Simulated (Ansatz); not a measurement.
System: fluorite CoSi2. Method: rVV10 in Ansatz (plane waves, PAW).

Settings: plane-wave cutoff 520 eV, 18×18×18 k mesh, Fermi–Dirac smearing 0.05 eV, no spin polarisation, scalar-relativistic PAW data made under PBE.

Cell (relaxed at this level):

```
CoSi2
1.0
    0.00000     2.69209     2.69209
    2.69209     0.00000     2.69209
    2.69209     2.69209     0.00000
Co Si
1 2
Direct
  0.00000   0.00000   0.00000
  0.25000   0.25000   0.25000
  0.75000   0.75000   0.75000
```

Question: What does this level give for the bulk modulus and pressure derivative B′ of the bulk modulus?

Answer: 
- bulk modulus: 170 GPa
- pressure derivative B′ of the bulk modulus: 4.7

The run finds no gap.

The result took very roughly 2.1 core-minutes.

Ansatz is a first-principles code.
